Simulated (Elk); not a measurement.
Band structure of Pd (Fm-3m, 1 atom in the cell).

```
Pd
1.0
    0.00000     1.92983     1.92983
    1.92983     0.00000     1.92983
    1.92983     1.92983     0.00000
Pd
1
Direct
  0.00000   0.00000   0.00000
```

Method of the run: PBE, all-electron FP-LAPW, Elk's shipped species files, APW+lo basis with extra local orbitals run with Elk.

Settings: xctype = 20; rgkmax = 8; stype = 0; swidth = 0.00499791 Ha; ngridk = 15 15 15; gmaxvr = 14 1/bohr; nxlo = 2; lorbcnd = true; lmaxi = 3.

The starting cell has typed, rounded lattice constants, without a prior relaxation at this level. Its lattice was rescaled by a random factor within 2.5 % of one. Spin polarisation is off. Values depend on the basis (sphere radii, cutoffs, local orbitals), which need not be converged.

Levels in eV from the Fermi level, bands 6 to 12:
```json
[
 {"point": "Γ", "6": "-2.97", "7": "-2.97", "8": "-2.97", "9": "-1.29", "10": "-1.29", "11": "16.95", "12": "21.80"},
 {"point": "X", "6": "-5.34", "7": "-0.05", "8": "0.32", "9": "0.32", "10": "3.29", "11": "11.01", "12": "13.26"},
 {"point": "W", "6": "-3.54", "7": "-3.54", "8": "-1.39", "9": "0.32", "10": "9.01", "11": "9.01", "12": "10.58"},
 {"point": "K", "6": "-4.36", "7": "-2.08", "8": "-1.01", "9": "-0.17", "10": "7.20", "11": "8.18", "12": "11.03"},
 {"point": "L", "6": "-3.03", "7": "-3.03", "8": "-0.02", "9": "-0.02", "10": "0.89", "11": "7.51", "12": "16.37"},
 {"point": "U", "6": "-4.36", "7": "-2.08", "8": "-1.01", "9": "-0.17", "10": "7.20", "11": "8.18", "12": "11.03"}
]
```

Bands cross the Fermi level along this path, so the cell is metallic at this level.
